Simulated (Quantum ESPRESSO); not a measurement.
Converging zone-centre phonons against the mesh: BP (F-43m, 2 atoms in the cell)

```
BP
1.0
   -2.28135     0.00000     2.28135
    0.00000     2.28135     2.28135
   -2.28135     2.28135     0.00000
B P
1 1
Direct
  0.00000   0.00000   0.00000
  0.25000   0.25000   0.25000
```

Method of the run: PBE, GBRV 1.5 ultrasoft (PBE) pseudopotentials (plane waves; Quantum ESPRESSO 7.5).

Base settings: ecutwfc = 40 Ry; ecutrho = 200 Ry; occupations = smearing; smearing = fd; degauss = 0.0036749 Ry; potentials = {B: b_pbe_v1.4.uspp.F.UPF, P: p_pbe_v1.5.uspp.F.UPF}; K_POINTS = automatic 9 9 9 0 0 0; conv_thr = 1e-10 Ry.

In this ladder: occupations = fixed; smearing = default; degauss = default; nbnd = 8; ph.x.tr2_ph = 1e-14; ph.x.fildyn = dyn.G; ph.x.epsil = true; dynmat.x.fildyn = dyn.G; dynmat.x.asr = simple.

Frequencies are those of the unrelaxed cell, without the LO-TO term of polar crystals.

Only quantities that move along the ladder and can be compared are tabulated.

The starting cell has typed, rounded lattice constants, without a prior relaxation at this level. Its lattice was rescaled by up to half a per cent.

| K_POINTS | highest zone-centre frequency (cm⁻¹) |
|---|---|
| automatic 3 3 3 0 0 0 | 835.8 |
| automatic 4 4 4 0 0 0 | 806.9 |
| automatic 5 5 5 0 0 0 | 797.1 |
| automatic 6 6 6 0 0 0 | 793.6 |
| automatic 8 8 8 0 0 0 | 791.8 |
| automatic 10 10 10 0 0 0 | 791.6 |
| automatic 12 12 12 0 0 0 | 791.5 |
| automatic 15 15 15 0 0 0 | 791.5 |
| automatic 18 18 18 0 0 0 | 791.5 |
| automatic 23 23 23 0 0 0 | 791.5 |

Coarsest K_POINTS that holds the highest zone-centre frequency within 5 cm⁻¹ of the last step, with all finer ones: automatic 6 6 6 0 0 0; the step before is off by 5.6 cm⁻¹.
